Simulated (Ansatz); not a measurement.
Take GaP in the zinc blende structure (space group F-43m, No. 216) as the base.

```
CELL_PARAMETERS angstrom
      0.00000     2.72566     2.72566
      2.72566     0.00000     2.72566
      2.72566     2.72566     0.00000
ATOMIC_POSITIONS crystal
  Ga 0.00000 0.00000 0.00000
  P  0.25000 0.25000 0.25000
```

Cartesian axes are those of the cell as printed.

All numbers come from r2SCAN, PAW, 500 eV (Ansatz, an electronic-structure program; no SOC).

Strains are applied to the cell and any free atomic positions relax.

One change was made to it. Results:

The valence-band top at Γ (three highest levels, from the VBM) goes from 0.00, 0.00, 0.00 eV to 0.00, -0.15, -0.15 eV; the band gap decreases by 0.30 eV (1.85 eV → 1.55 eV).

### Question
What was done to the base?
A. uniaxial strain ε_zz = −0.50 %
B. uniaxial strain ε_zz = −2.50 %
C. uniaxial strain ε_zz = −3.00 %

### Answer
B, uniaxial strain ε_zz = −2.50 %. For comparison, the band gap in the other runs: uniaxial strain ε_zz = −0.50 % gives 1.79 eV; uniaxial strain ε_zz = −3.00 % gives 1.49 eV.

No phonon test of stability was made.
